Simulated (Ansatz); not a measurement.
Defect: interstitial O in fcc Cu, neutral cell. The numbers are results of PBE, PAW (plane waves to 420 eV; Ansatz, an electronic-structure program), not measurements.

32-site cell at the relaxed PBE lattice, a 2×2×2 k-point mesh shifted by half a step, smearing 0.10 eV, spin-restricted, no finite-size correction. Static, classical nuclei. Sites that were not tried may lie lower.

Barriers: single points on a 4×4×4 k-point mesh shifted by half a step at the bands' geometries.

The step: a direct jump of one O atom; the atom moves 1.57 Å along (-0.25, -0.25, -0.25) of the unit cell; the moving atom starts with neighbours 6 Cu at 2.00 Å and ends with 4 Cu at 1.86 Å.

Q: Give the migration barrier of this step at the level PBE, PAW.

A: 0.46 eV forward and 0.21 eV backward. At the saddle the moving atom has neighbours 3 Cu at 1.86, Cu at 2.17 Å. The saddle point's order was not checked, and it lies on a symmetry element of the cell, where a band can be held.
